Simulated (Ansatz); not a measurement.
A user runs Ansatz (a first-principles code) on CrPbO3 (R-3c, 10 atoms in the cell) and asks whether the run is sound. The aim is a self-consistent single point with DFT, PBE+U, plane waves, default PAW files.

Cell that was meant: a = 5.3163 Å, b = 5.3163 Å, c = 5.3163 Å, α = 60.11°, β = 60.11°, γ = 60.11°.

Part of the input:

Ansatz 0.2 input:
```yaml
basis:
  ecutwfc: 30.9 Ry
kpoints:
  mp_grid: { grid: [1, 1, 1] }
hamiltonian:
  xc: pbe
  pseudopotentials: { kind: paw }
```

Output, abridged:

```
WARN ansatz: RAYON_NUM_THREADS=1 ignored (pool sized by the plan → 1); use --threads N
   [... lines left out ...]
Magnetic group: BNS 167.103 (UNI 1333), of the structure as read, at distance tolerance 4.7e-5 Å
k-points: 1
Initial density: superposition of atomic densities (chi_scale 0.1, normalization cell, long waves kept (reshape's long-wave potential 0.00 eV rms))
Starting moments: Σ|m| = 6 μB on 2 of 10 sites
Initial wavefunctions: pseudopotential atomic-orbital guess
Eigensolver: davidson
Functional: x = pbe(κ = 0.804, μ = 0.2195149727645171), c = pbe(β = 0.06672455060314922)
SCF iter   1: F=—  HF=-33969.023148 eV  |F-HF|=—  |Δ(HF+E_count)|=         —  Δρ=6.08e-2 (↑6.05e-2 ↓6.08e-2)  dr2=1.48e1  dr2_m=3.86e-1  M=4.000 μB ∫|m|=5.228 μB  β_m=0.30  ethr=3.10e-3  ⟨swp⟩=6.5  Hψ=449  notcnv=0
all-band conjugate gradients solve this SCF's bands
preconditioner: auto → Kerker (q_TF=auto, 2.663 Å⁻¹)
   [... lines left out ...]
SCF iter  67: F=—  HF=-33968.964407 eV  |F-HF|=—  |Δ(HF+E_count)|=   3.72e-9  Δρ=8.71e-7 (↑8.71e-7 ↓4.39e-7)  dr2=3.63e-10  dr2_m=2.27e-10  M=4.000 μB ∫|m|=7.579 μB  β_m=0.90  ethr=4.56e-12  ⟨swp⟩=2.0  Hψ=228  notcnv=0  defer=12
SCF iter  68: F=-33968.964407 eV  HF=-33968.964407 eV  |F-HF|=6.67e-8  |Δ(HF+E_count)|=   2.30e-9  Δρ=9.09e-6 (↑9.09e-6 ↓2.53e-7)  dr2=8.91e-8  dr2_m=1.92e-8  M=4.000 μB ∫|m|=7.579 μB  ethr=1.00e-12  ⟨swp⟩=7.5  Hψ=497  notcnv=0
SCF 1 converged in 68 iterations: F = -33968.964407 eV  dr2 = 8.91e-8
Crystal: 10 atoms, lattice volume = 106.500 Å³
Initial density: read from a saved state, or passed on in memory by an earlier SCF of this step, an earlier step, the calling program or the single point that …
Starting moments: Σ|m| = 6 μB on 2 of 10 sites; this step starts from the density that it was given
iter 1 solved again at ethr=1.09e-10 eV; its pass at ethr=1.09e-6 eV (dr2=1.70e-7 eV) is discarded
SCF iter   1: F=—  HF=-33968.964407 eV  |F-HF|=—  |Δ(HF+E_count)|=         —  Δρ=9.09e-6 (↑9.09e-6 ↓2.50e-7)  dr2=8.91e-8  dr2_m=1.93e-8  M=4.000 μB ∫|m|=7.579 μB  ethr=1.09e-10  ⟨swp⟩=1.5  Hψ=1104  notcnv=0
   [... lines left out ...]
preconditioner: auto → Resta (q_TF=auto, 2.663 Å⁻¹)
spin=Collinear: Resta preconditioning applied to the charge; magnetization (m = ρ↑ − ρ↓) channel mixes plain (no charge-response kernel on spin).
Crystal: 10 atoms, lattice volume = 106.500 Å³
preconditioner: auto → Resta (q_TF=auto, 2.663 Å⁻¹)
spin=Collinear: Resta preconditioning applied to the charge; magnetization (m = ρ↑ − ρ↓) channel mixes plain (no charge-response kernel on spin).
preconditioner: auto → Kerker (q_TF=auto, 2.663 Å⁻¹)
spin=Collinear: Kerker preconditioning applied to the charge; magnetization (m = ρ↑ − ρ↓) channel mixes plain (no charge-response kernel on spin).
WARN: an SCF from antiferromagnetic starting moments (0.00, 0.00, -3.00, 3.00, 0.00, 0.00, 0.00, 0.00, 0.00, 0.00 Bohr magnetons, atom by atom) was not made, …
Absolute magnetization: 7.5788 μB (∫|ρ↑−ρ↓|, with the PAW one-centre terms)
Free energy (F): -33968.964407 eV
   [... lines left out ...]
--- Stress (GPa, compression-positive) ---
       23.024000       0.000000       0.000000
        0.000000      23.024000      -0.000000
        0.000000      -0.000000      20.674908
  P = ⅓ Tr σ = 22.2410 GPa (222.410 kbar)
  The stress holds the Pulay correction. Without it, at fixed plane waves, as pw.x and ABINIT print it: P = 21.5483 GPa
Occupation matrices written to occupation_matrices
```

Task: Is anything amiss in this input, and did it matter?

Result: The run is not sound. The fault is a single k-point for a small metallic cell. One k-point cannot sample the Fermi surface of a small cell. To fix it, use a converged k-point mesh. The run converged in 79 iterations without an error; against the sound input the free energy drops by 258 meV/atom, the pressure goes from 23.27 to 22.24 GPa, the largest force goes from 0.233 to 0.010 eV/Å and the size of the net moment stays at 0.40 μB/atom.

The sound input it was made from differs as follows (other fixes are possible):
```diff
-  mp_grid: { grid: [1, 1, 1] }
+  mp_grid: { grid: [5, 5, 5] }
```

With that input, the run converged in 19 iterations: free energy E − TS (on the zero of these files) -33966.3827 eV; Fermi level (on the code's own zero) 13.15 eV; pressure 23.27 GPa; largest force (vector length) 0.233 eV/Å; size of the cell's spin moment 4.03 μB (DFT, PBE+U, plane waves, default PAW files).

On the sound input: the starting cell was generated: these elements placed on a structure prototype, without a prior relaxation; it need not be a known phase or ordering of this composition. The magnetic order is the one reached from the typed start; others were not searched systematically. With U or open f shells several self-consistent states can exist. With a pressure of about 23 GPa the cell is away from its equilibrium volume at this level. Ansatz's pressure includes its estimate of the finite-basis (Pulay) stress. Without the estimate this run gives 22.56 GPa.

These are the values that this program gave, and no reference: magnets with a U can end in a higher state.
